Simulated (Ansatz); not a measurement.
Level of theory: PBE (plane waves to 420 eV, PAW; Ansatz, a quantum-chemistry and plane-wave program).

Host crystal: wurtzite GaN, with a band gap (PBE, scalar-relativistic without spin-orbit coupling).

Planar average of the electrostatic potential across the slab, in eV from the highest filled level, for H2O on the (0001) surface of wurtzite GaN (2x2 with 3 H on 4 top atoms; a constructed slab, bottom: 3 H on 4 bottom sites), one in a cell of 36 Å², started at the site 'hollow H':

(z (Å), V (eV)): (5.28, 4.12); (5.57, 4.12); (5.87, 4.12); (6.16, 4.12); (6.45, 4.12); (6.75, 4.11); (7.04, 4.11); (7.33, 4.11); (7.63, 4.11); (7.92, 4.10); (8.21, 4.08); (8.51, 4.04); (8.80, 3.95); (9.09, 3.71); (9.39, 3.00); (9.68, 1.75); (9.97, 1.70); (10.27, -1.67); (10.56, -7.90); (10.85, -11.01); (11.15, -9.19); (11.44, -6.45); (11.73, -4.71); (12.03, -1.73); (12.32, 1.41); (12.61, 1.74); (12.91, -2.40); (13.20, -8.35); (13.49, -10.61); (13.79, -8.35); (14.08, -5.97); (14.37, -4.29); (14.67, -1.23); (14.96, 1.76); (15.25, 1.76); (15.55, -2.68); (15.84, -8.51); (16.13, -10.34); (16.43, -7.93); (16.72, -5.75); (17.01, -4.05); (17.31, -0.93); (17.60, 1.94); (17.89, 1.70); (18.19, -2.94); (18.48, -8.67); (18.77, -10.20); (19.07, -7.68); (19.36, -5.59); (19.65, -3.83); (19.95, -0.65); (20.24, 2.08); (20.53, 1.57); (20.83, -3.35); (21.12, -8.77); (21.41, -9.93); (21.71, -7.30); (22.00, -5.23); (22.29, -3.29); (22.59, -0.10); (22.88, 2.68); (23.17, 2.67); (23.47, 1.02); (23.76, 1.13); (24.05, 2.62); (24.35, 4.63); (24.64, 5.33); (24.93, 5.56); (25.23, 5.64); (25.52, 5.68); (25.81, 5.69); (26.11, 5.69); (26.40, 5.69); (26.69, 5.70); (26.99, 5.70); (27.28, 5.70); (27.57, 5.70); (27.87, 5.70); (28.16, 5.70); (28.45, 5.70)

Set-up: 49 atoms, 13.8 Å thick at the start with caps and adatoms under the adsorbate (thin: gaps and levels are the slab's own); mesh 4x4x1; 0.01 eV smearing; dipole correction on; 23 atoms held, the rest relaxed; no symmetry held; no spin, no spin-orbit, no U, no dispersion correction. At the end it is bonded to Ga. In PBE it is, or lies within 0.03 eV of, the lowest of the starts that converged.

**Question.** The surface cell has an area of 35.88 Å². What dipole along the normal does the step between the two vacuum levels imply?

**Answer.** the top vacuum level lies 1.58 eV above the bottom one; p = −ε₀ A ΔV (ε₀ = 0.005526 e/(V·Å)) gives -0.31 e·Å a cell.
